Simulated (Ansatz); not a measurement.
The parent structure is SiSe₂ (space group Ibam, No. 72; a = 6.299 Å, b = 9.307 Å, c = 5.856 Å; made of chains). Axes: x, y, z lie along a, b, c of the conventional cell.

Modification: the cell is compressed by 2.79 % along y with no lateral relaxation, atoms relaxed at fixed cell.

Levels (all Ansatz, a first-principles code, PAW, earlier PAW set): PBEsol (420 eV, spin-orbit coupling left out); HSE06 (420 eV, no spin-orbit coupling); PBEsol+SOC (420 eV, noncollinear with spin-orbit coupling).

One geometry, relaxed with PBEsol, under each level:

```tsv
level	band gap	lowest conduction level above the VBM at special points	pressure
PBEsol	1.57 eV	X 1.57 eV; F₀ 1.96 eV; Σ₀ 1.96 eV; Γ 2.80 eV	0.17 GPa
HSE06	[?]	[?]	–
PBEsol+SOC	1.58 eV	X 1.58 eV; F₀ 1.96 eV; Σ₀ 1.96 eV; G₀ 1.97 eV	0.20 GPa
```

Question: Give the withheld HSE06 results.

Answer: 
- HSE06, band gap: 2.56 eV
- HSE06, lowest conduction level above the VBM at special points: X 2.56 eV; F₀ 2.97 eV; Σ₀ 2.97 eV; Γ 3.78 eV

Single points use the geometry relaxed with PBEsol. HSE06 was sampled on its mesh, a few special points and the semilocal edge points, so its gap is an upper bound. Differences between runs with and without spin-orbit coupling are approximate. The cells carry an imposed strain or load. No phonon test of stability was made. No dispersion term is included in the PBEsol runs.
